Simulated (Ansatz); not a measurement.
Consider Ti in the hcp (Mg type) structure (space group P6_3/mmc, No. 194; a = 2.936 Å, c = 4.640 Å; relaxed with 0.1 eV smearing). Axes: x lies along a and z along c of the hexagonal cell.

Method: r2SCAN in Ansatz (plane waves to 500 eV, PAW, no SOC).

The change: uniaxial strain ε_zz = −2.00 %, all other strain components held at zero; the atoms relax in the strained cell.

Q: What does the calculation give for the energy relative to the base after the change?

A: The energy rises by 4.4 meV/atom.

Q: How does this affect the stress?

A: The stress (xx, yy, zz, yz, xz, xy; compression positive) is (1.6, 1.6, 4.1, 0.0, 0.0, 0.0) GPa.

No phonon test of stability was made. The final runs are not spin-polarised.

Ansatz is a first-principles code.
